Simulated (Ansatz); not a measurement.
## Response to strain in Os

Consider Os in the hcp (Mg type) structure (space group P6_3/mmc, No. 194; relaxed with 0.1 eV smearing).

```yaml
crystal:
  lattice:
    - [2.72903, 0.00000, 0.00000]
    - [-1.36451, 2.36341, 0.00000]
    - [0.00000, 0.00000, 4.30906]
  atoms:
    - { symbol: Os, position: [0.66667, 0.33333, 0.75000] }
    - { symbol: Os, position: [0.33333, 0.66667, 0.25000] }
```

Cartesian axes are those of the cell as printed.

Strains are applied to the cell and any free atomic positions relax; under biaxial strain the out-of-plane vector relaxes too.

All numbers come from PBEsol (Ansatz, a quantum-chemistry and plane-wave program; PAW; 420 eV plane waves; no spin-orbit coupling).

Notes on the quantities. in-plane stress: mean in-plane stress (compression positive).

| change | out-of-plane strain | in-plane stress |
|---|---|---|
| biaxial strain −2.50 %, plane normal [001], relaxed out of plane | +1.36 % | +26.2 GPa |
| biaxial strain −1.50 %, plane normal [001], relaxed out of plane | [?] | +14.8 GPa |
| biaxial strain −1.00 %, plane normal [001], relaxed out of plane | +0.54 % | +9.5 GPa |
| biaxial strain −0.50 %, plane normal [001], relaxed out of plane | +0.27 % | +4.6 GPa |
| biaxial strain +0.50 %, plane normal [001], relaxed out of plane | -0.27 % | -4.3 GPa |
| biaxial strain +1.00 %, plane normal [001], relaxed out of plane | -0.54 % | -8.4 GPa |
| biaxial strain +1.50 %, plane normal [001], relaxed out of plane | [?] | -12.3 GPa |
| biaxial strain +2.50 %, plane normal [001], relaxed out of plane | -1.36 % | [?] |
| biaxial strain +3.00 %, plane normal [001], relaxed out of plane | -1.63 % | -22.4 GPa |

### Question
Some entries are withheld; estimate them.

### Answer

- biaxial strain −1.50 %, plane normal [001], relaxed out of plane, out-of-plane strain: +0.82 %
- biaxial strain +1.50 %, plane normal [001], relaxed out of plane, out-of-plane strain: -0.81 %
- biaxial strain +2.50 %, plane normal [001], relaxed out of plane, in-plane stress: -19.2 GPa

Stability against distortions was not tested. The final runs are not spin-polarised.
